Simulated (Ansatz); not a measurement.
Checking a run of Ansatz (a first-principles code) on Mn3C (Pnma, 16 atoms in the cell). The aim is a self-consistent single point with DFT, PBEsol, plane waves, default PAW files made with PBE.

Cell that was meant: a = 4.9395 Å, b = 6.7042 Å, c = 4.4367 Å, α = 90.00°, β = 90.00°, γ = 90.00°.

Part of the input:

Ansatz 0.2 input:
```yaml
    - { symbol: C, position: [0.121590, 0.750000, 0.934390] }
    - { symbol: C, position: [0.621590, 0.750000, 0.565610] }
    - { symbol: C, position: [0.378410, 0.250000, 0.434390] }
basis:
  ecutwfc: 125.0
kpoints:
  mp_grid: { grid: [3, 3, 4], shift: [0.5, 0.5, 0.5] }
hamiltonian:
```

Log, with long lists cut:

```
   [... lines left out ...]
PAW frozen core: C, regenerated for the run's functional, and the local potential with it
Initial density: superposition of atomic densities (chi_scale 0.1, normalization cell, long waves kept (reshape's long-wave potential 0.00 eV rms))
Starting moments: Σ|m| = 16 μB on 4 of 16 sites
Initial wavefunctions: pseudopotential atomic-orbital guess
Eigensolver: davidson
Functional: x = pbesol(κ = 0.804, μ = 0.12345679012345678), c = pbesol(β = 0.046)
SCF iter   1: F=—  HF=-46629.708691 eV  |F-HF|=—  |Δ(HF+E_count)|=         —  Δρ=6.86e-1 (↑6.86e-1 ↓4.68e-1)  dr2=1.03e3  dr2_m=6.76e1  M=0.113 μB ∫|m|=1.383 μB  β_m=0.30  ethr=3.10e-3  ⟨swp⟩=1.0  Hψ=7456  notcnv=0
Mixer restart at iter 1: flushing history
all-band conjugate gradients solve this SCF's bands
preconditioner: auto → Kerker (q_TF=auto, 2.863 Å⁻¹)
   [... lines left out ...]
SCF iter  13: F=—  HF=-45978.353985 eV  |F-HF|=—  |Δ(HF+E_count)|=   1.78e-7  S|Δr|=    0.00e0  Δρ=3.63e-6 (↑3.55e-6 ↓3.63e-6)  dr2=1.02e-7  dr2_m=1.26e-11  M=-0.000 μB ∫|m|=0.000 μB  β_m=0.97  ethr=5.10e-11  ⟨swp⟩=10.5  Hψ=10268  notcnv=0
SCF iter  14: F=-45978.353985 eV  HF=-45978.353985 eV  |F-HF|=6.77e-10  |Δ(HF+E_count)|=   1.42e-8  S|Δr|=    0.00e0  Δρ=4.87e-7 (↑4.87e-7 ↓4.76e-7)  dr2=1.36e-9  dr2_m=1.05e-12  M=-0.000 μB ∫|m|=0.000 μB  ethr=5.10e-11  ⟨swp⟩=3.0  Hψ=3934  notcnv=0
SCF 1 converged in 14 iterations: F = -45978.353985 eV  dr2 = 1.36e-9
WARN: the starting moments were not kept: the SCF closed with an absolute magnetisation of 3.1e-6 μB, where they sum to 16 μB in size (4 sites) …
   [... lines left out ...]
Absolute magnetization: 0.0000 μB (∫|ρ↑−ρ↓|, with the PAW one-centre terms)
Free energy (F): -45978.353985 eV
Fermi energy:    24.073138 eV
   [... lines left out ...]
  atom  16  C      0.09917611     0.00000000    -1.23067541
--- Stress (GPa, compression-positive) ---
      289.522123       0.000000       0.000000
        0.000000     413.727679      -0.000000
        0.000000      -0.000000     213.838951
  P = ⅓ Tr σ = 305.6963 GPa (3056.963 kbar)
  The stress holds the Pulay correction. Without it, at fixed plane waves, as pw.x and ABINIT print it: P = -4302.9623 GPa
```

Task: Can these results be used? Check the input.

Result: The run is not sound. The fault is a basis or grid far too coarse for these potentials. Far below the cutoff that the potentials were made for, the basis cannot represent the orbitals near the nuclei, and energies, forces and above all the stress go wrong. To fix it, restore the cutoff that the potentials need and check convergence. The run converged in 14 iterations without an error; against the sound input the free energy rises by 89.8 eV/atom, the pressure goes from -11.30 to 305.7 GPa, the largest force goes from 0.114 to 12.29 eV/Å and the size of the net moment goes from 0.21 to 0.00 μB/atom. At a fixed set of plane waves, without the program's Pulay estimate, the pressure is -4302.96 GPa against -11.48 GPa.

The sound input it was made from differs as follows (other fixes are possible):
```diff
-basis:
-  ecutwfc: 125.0
```

With that input, the run converged in 24 iterations: free energy E − TS (on the zero of these files) -47414.6456 eV; Fermi level (on the code's own zero) 20.14 eV; pressure -11.30 GPa; largest force (vector length) 0.114 eV/Å; size of the cell's spin moment 3.29 μB (DFT, PBEsol, plane waves, default PAW files made with PBE).

On the sound input: the starting cell comes from a database of computed structures (which also holds hypothetical and non-ambient phases and stackings), without a prior relaxation at this level. The moments shrank to a small part of their start, a low-spin state that need not be the lowest. With a pressure of about -11 GPa the cell is away from its equilibrium volume at this level. Ansatz's pressure includes its estimate of the finite-basis (Pulay) stress. Without a gap this mesh is coarse (it stands for a supercell whose shortest vector is 15 Å).
